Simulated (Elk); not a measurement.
Band structure of VOs (Pm-3m, 2 atoms in the cell).

```
CELL_PARAMETERS angstrom
      2.94266     0.00000     0.00000
      0.00000     2.94266     0.00000
      0.00000     0.00000     2.94266
ATOMIC_POSITIONS crystal
  V  0.00000 0.00000 0.00000
  Os 0.50000 0.50000 0.50000
```
Moments meant for the start (each program seeds them in its own way; μB, in the order of the atoms V Os): 2.0 0.0.

Computed with PBEsol, all-electron FP-LAPW, Elk's shipped species files, APW+lo basis with extra local orbitals (Elk).

Settings: xctype = 22; spinpol = true; rgkmax = 7.5; swidth = 0.00367493 Ha; ngridk = 9 9 9; reducebf = 0.8; gmaxvr = 14 1/bohr; nxlo = 2; lorbcnd = true; rmtscf = 0.87; lmaxi = 2; nempty = 12 per atom; maxscl = 100; bfcmt = [[0.0, 0.0, -1.0], [0.0, 0.0, 0.0]].

The starting cell comes from a database of computed structures (which also holds hypothetical and non-ambient phases and stackings), without a prior relaxation at this level. Its lattice was rescaled by a random factor within 2.5 % of one. Spin-orbit coupling is off. The starting moments vanished: the run ended non-magnetic, which need not be the lowest state. Values depend on the basis (sphere radii, cutoffs, local orbitals), which need not be converged.

Levels in eV from the Fermi level, bands 18 to 25 of the first spin channel:
| point | 18 | 19 | 20 | 21 | 22 | 23 | 24 | 25 |
|---|---|---|---|---|---|---|---|---|
| Γ | -6.78 | -2.26 | -2.26 | -2.26 | 0.90 | 0.90 | 2.94 | 2.94 |
| X | -4.40 | -2.46 | -2.46 | -2.24 | -0.58 | -0.58 | -0.54 | 0.61 |
| M | -4.38 | -4.38 | 0.39 | 0.39 | 0.52 | 1.04 | 1.07 | 1.63 |
| R | -4.95 | -2.55 | -2.55 | -2.55 | 1.20 | 1.20 | 1.79 | 1.79 |

Bands cross the Fermi level along this path, so the cell is metallic at this level.

The net moment of the cell came out as 0.00 μB.
